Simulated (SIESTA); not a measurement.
A self-consistent single point of AuAl₂ (P1, 3 atoms in the cell) with SIESTA.

Method: SIESTA with GGA PBE, numerical atomic orbitals DZP, PseudoDojo PBE standard norm-conserving potentials (rewritten from UPF to PSML).

The change in words: lattice scaled by 0.98. Reference geometry:
```yaml
crystal:
  lattice:
    - [0.00000, 3.00000, 3.00000]
    - [3.00000, 0.00000, 3.00000]
    - [3.00000, 3.00000, 0.00000]
  atoms:
    - { symbol: Al, position: [0.25701, 0.24589, 0.24321] }
    - { symbol: Al, position: [0.75180, 0.74539, 0.75208] }
    - { symbol: Au, position: [0.99119, 0.00872, 0.00470] }
```

Reference input (self-consistent single point, DFT, GGA PBE, numerical atomic orbitals DZP, PseudoDojo PBE standard norm-conserving potentials (rewritten from UPF to PSML)): XC.functional = GGA; XC.authors = PBE; potentials = PseudoDojo PBE standard; PAO.BasisSize = DZP; PAO.EnergyShift = 0.005 Ry; MeshCutoff = 400 Ry; kgrid.MonkhorstPack = 8 8 8; OccupationFunction = MP; OccupationMPOrder = 0; ElectronicTemperature = 100 meV; MaxSCFIterations = 150; SCF.Mixer.Method = Broyden. This run's input differs from it in these lines:

```diff
@@ -10,7 +10,7 @@
 %endblock ChemicalSpeciesLabel
-LatticeConstant              4.242641 Ang
+LatticeConstant              4.157788 Ang
 %block LatticeVectors
-     0.000000000    0.707106729    0.707106729
-     0.707106729    0.000000000    0.707106729
-     0.707106729    0.707106729    0.000000000
+     0.000000000    0.707106760    0.707106760
+     0.707106760    0.000000000    0.707106760
+     0.707106760    0.707106760    0.000000000
 %endblock LatticeVectors
@@ -18,5 +18,5 @@
 %block AtomicCoordinatesAndAtomicSpecies
-     2.772823489    2.835864752    2.851029804  1
-     8.489452885    8.525797988    8.487876854  1
-     0.076080374   -0.023305992   -0.000549910  2
+     2.717367019    2.779147457    2.794009208  1
+     8.319663828    8.355282028    8.318119317  1
+     0.074558766   -0.022839872   -0.000538912  2
 %endblock AtomicCoordinatesAndAtomicSpecies
```

Output, abridged:

```
        iscf     Eharris(eV)        E_KS(eV)     FreeEng(eV)     dDmax    Ef(eV) dHmax(eV)
   scf:    1    -4085.455610    -4142.120346    -4142.121614  1.519711 -3.270326 25.670220
   scf:    2    -4164.942647    -4158.917164    -4158.920733  0.532084 -3.935946  1.711317
   scf:    3    -4159.005290    -4158.975143    -4158.979026  0.047360 -3.988308  0.348052
   scf:    4    -4158.970554    -4158.975851    -4158.979931  0.034308 -4.028735  0.350482
   scf:    5    -4158.980445    -4158.978977    -4158.982964  0.010551 -4.022351  0.038446
   [... 8 lines left out ...]
   scf:   14    -4158.979033    -4158.979033    -4158.983001  0.000019 -4.022612  0.000107
   scf:   15    -4158.979033    -4158.979033    -4158.983001  0.000015 -4.022613  0.000080
   scf:   16    -4158.979033    -4158.979033    -4158.983001  0.000011 -4.022614  0.000060
   scf:   17    -4158.979033    -4158.979033    -4158.983001  0.000008 -4.022615  0.000045
SCF Convergence by DM+H criterion
max |DM_out - DM_in|         :     0.0000083042
max |H_out - H_in|      (eV) :     0.0000451339
SCF cycle converged after 17 iterations

Using DM_out to compute the final energy and forces

siesta: E_KS(eV) =            -4158.9790

siesta: E_KS - E_eggbox =     -4158.9790

siesta: Atomic forces (eV/Ang):
     1    0.461836   -0.063678   -0.101566
     2    0.228957   -0.163307    0.101935
     3   -0.692326    0.228174   -0.000535
   Tot   -0.001533    0.001189   -0.000166
   Max    0.692326
   Res    0.307051    sqrt( Sum f_i^2 / 3N )
   Max    0.692326    constrained

Stress tensor Voigt[x,y,z,yz,xz,xy] (kbar):     -120.27     -122.78     -123.02       -7.77       -3.38        6.63
(Free)E + p*V (eV/cell)    -4155.1121
Target enthalpy (eV/cell)    -4158.9830

   [... lines left out ...]
siesta: FreeEng =     -4158.983001
   [... lines left out ...]
siesta:    -0.075068    0.004135   -0.002109
siesta:     0.004135   -0.076634   -0.004851
siesta:    -0.002109   -0.004851   -0.076784

siesta: Cell volume =         50.824368 Ang**3

siesta: Pressure (static):
siesta:                Solid            Molecule  Units
siesta:           0.00082951          0.00074909  Ry/Bohr**3
siesta:           0.07616238          0.06877837  eV/Ang**3
siesta:         122.02558768        110.19510487  kBar
```

The run converged in 17 iterations. Against the reference run the free energy rises by 51.3 meV/atom, the pressure goes from 3.84 to 12.20 GPa and the largest force goes from 0.582 to 0.729 eV/Å.

The starting cell has typed, rounded lattice constants, without a prior relaxation at this level. Its atoms were displaced at random from the sites of space group no. 225. For this run, on top of that: lattice scaled by 0.98. Values carry the incompleteness of an atom-centred basis. With a pressure of about 12 GPa the cell is away from its equilibrium volume at this level.

Cost on one core of a shared machine: roughly 70 s.
